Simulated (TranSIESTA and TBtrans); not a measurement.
Run with TranSIESTA and TBtrans (open boundaries, self-consistent; PseudoDojo norm-conserving potentials, scalar-relativistic): PAO.BasisSize DZP, PAO.EnergyShift 0.15 eV, XC.Authors PBE, Mesh.Cutoff 200 Ry, ElectronicTemperature 300 K, TS.Voltage 0.0 eV, TBT.Elecs.Eta 0.001 eV, no spin polarisation.

System: In chain with one bond stretched by 0.6 Å. Leads: straight In chain, spacing 2.9 Å. Geometry: as built, not relaxed.

Task: Give the largest eigenchannel transmissions at the Fermi level (four at most) and the total.

Result: 0.89, 0.86, 0.86; total 2.61. The straight chain is held at its spacing; free chains may zigzag or dimerise. No spin-polarised start was tried, so a magnetic state, if there is one, is missed.
